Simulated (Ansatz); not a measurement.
## TaN: pressure series

The parent structure is TaN (space group P-6m2, No. 187; a = 2.936 Å, c = 2.885 Å).

Cell and atoms are relaxed at each pressure.

Level of theory: DFT with r2SCAN, PAW potentials and a 500 eV plane-wave cutoff in Ansatz (a quantum-chemistry and plane-wave program), scalar-relativistic without spin-orbit coupling, earlier PAW set.

```
P (GPa)  V (Å³/atom)
-------  -----------
-2.00         10.831
-1.00         10.800
1.80          10.716
4.20          10.648
9.01          10.516
18.00         10.291
30.00         10.025
45.00          9.736
60.00          9.483
```

**Question.** Fit a third-order Birch–Murnaghan equation of state.

**Answer.** Least squares on P(V) = (3B₀/2)[(V₀/V)^(7/3) − (V₀/V)^(5/3)]·[1 + (3/4)(B₀′ − 4)((V₀/V)^(2/3) − 1)] gives V₀ = 10.77 Å³/atom, B₀ = 360 GPa and B₀′ = 4.2.

A case with no gap was solved on a k-mesh chosen for an insulator, which is coarse for it. Load acts through the strain it causes; cell and atoms are relaxed under it. Whether these cells are dynamically stable was not tested. Competing high-pressure phases were not computed. The final runs are not spin-polarised. This is not the structure that TaN has at room temperature and ambient pressure.
